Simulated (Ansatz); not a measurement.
# bcc Nb (0 0 1) on rutile TiO2 (0 0 1) (film strained to the substrate, started from cuts of the bulks and a machine-learned relaxation; slabs Ti10O20 and Nb12, which can lie off the formulas)

A periodic stack without vacuum, bcc Nb (0 0 1) on rutile TiO2 (0 0 1) (film strained to the substrate, started from cuts of the bulks and a machine-learned relaxation; slabs Ti10O20 and Nb12, which can lie off the formulas): substrate slab Ti10O20, film Nb12, surface cells [[0, 1], [-1, 0]] and [[-1, 1], [-1, -1]], film strained by -0.8 and -0.8 %, outermost planes OTi/OTi and Nb/Nb as cut, which need not be the usual terminations and can put a slab off its formula.

The start was prepared with a machine-learned potential, and the result is one local minimum, with the in-plane cell held and forces under 0.04 eV/Å; the film can end far from its bulk form.

The numbers are results of PBE (plane waves to 420 eV, PAW; Ansatz, a first-principles code), not measurements. No spin–orbit coupling; the runs are not spin-polarised; PBE gaps are too small against experiment. Its k-point mesh 6×6×1, Fermi–Dirac width 0.05 eV.

```
Property                                                                                    Value
--------------------------------------------------------------------------------  ---------------
interface area                                                                            21.6 Å²
period                                                                                    25.59 Å
heights between the nearest atoms of the two slabs at the two interfaces          1.54 and 1.98 Å
Nb–Ti contacts across the interfaces within 1.22 times the sum of covalent radii  11, mean 3.33 Å
Nb–O contacts across the interfaces within 1.22 times the sum of covalent radii    6, mean 2.18 Å
```

```
CELL_PARAMETERS angstrom
      4.64341    -0.00005     0.03230
     -0.00014     4.64341     0.02886
      0.96035     0.93497    25.60274
ATOMIC_POSITIONS crystal
  Ti 0.98832 0.00943 0.09512
  Ti 0.50077 0.52118 0.04772
  O  0.28425 0.71422 0.09546
  O  0.78951 0.81151 0.02956
  O  0.21926 0.24131 0.02937
  O  0.69342 0.30536 0.09553
  Ti 0.95998 0.98209 0.21143
  Ti 0.47243 0.49403 0.16031
  O  0.26302 0.67946 0.21145
  O  0.77876 0.80038 0.15052
  O  0.17167 0.19308 0.15055
  O  0.65749 0.28513 0.21142
  Ti 0.93251 0.95530 0.32606
  Ti 0.44438 0.46722 0.27598
  O  0.23516 0.65106 0.32837
  O  0.74972 0.77230 0.26863
  O  0.14276 0.16531 0.26859
  O  0.62792 0.25828 0.32838
  Ti 0.90459 0.92759 0.43971
  Ti 0.41626 0.43888 0.39272
  O  0.20604 0.62319 0.44615
  O  0.72027 0.74365 0.38545
  O  0.11501 0.13845 0.38551
  O  0.59939 0.22976 0.44613
  Ti 0.87625 0.90089 0.55226
  Ti 0.38679 0.41088 0.51003
  O  0.16406 0.60745 0.56720
  O  0.68496 0.70910 0.50106
  O  0.09347 0.11773 0.50114
  O  0.58267 0.18883 0.56719
  Nb 0.34013 0.36621 0.69401
  Nb 0.84078 0.86682 0.68983
  Nb 0.35784 0.88429 0.62736
  Nb 0.85893 0.38321 0.62736
  Nb 0.30398 0.33110 0.82338
  Nb 0.80295 0.83008 0.82311
  Nb 0.32171 0.84922 0.75581
  Nb 0.82253 0.34839 0.75581
  Nb 0.27670 0.30336 0.95215
  Nb 0.76477 0.79125 0.95218
  Nb 0.28555 0.81436 0.88776
  Nb 0.78712 0.31274 0.88777
```
